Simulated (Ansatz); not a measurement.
The starting structures come from a database of crystals and need not be the phases stable at ambient conditions.

 Where the default PAW files enter, the runs use the earlier of Ansatz's two default sets.

Tunnelling through a barrier is set by its complex band structure: the current falls as exp(−2κd) with the smallest κ.

Input:

```xyz
12
Lattice="8.3689 0.0000 0.0000 2.3391 9.0461 0.0000 -2.4785 -1.5231 3.5042" Properties=species:S:1:pos:R:3 pbc="T T T"
Ag     2.0052     6.5914     0.0533
Ag     6.2243     0.9316     3.4509
Ag     4.9167     6.0951     1.9773
Ag     3.3128     1.4279     1.5269
Ag     2.4923     4.2132     2.1959
Ag     5.7371     3.3098     1.3083
Ag     7.7753     7.6082     1.8250
Ag     0.4542    -0.0852     1.6792
S      4.2235     7.5643     0.1847
S      4.0060    -0.0413     3.3195
S      8.0555     5.9010     0.0541
S      0.1740     1.6220     3.4501
```

Space group of this cell: P2_1/c. The cell is taken as given; by PBEsol its mean pressure is -4.8 GPa.

Transport runs along the normal of the first two printed cell vectors.

The gap is the functional's own, uncorrected, and κ follows it; spin-orbit coupling is left out. Mid-gap values are interpolated between the computed energies.

**Question.** Estimate the band gap and the smallest decay constant κ at mid-gap that PBEsol run with Ansatz (a first-principles code) returns for this system.

**Answer.** Gap 1.05 eV on a 8×4×8 mesh; κ = 0.167 1/Å, at the zone centre.
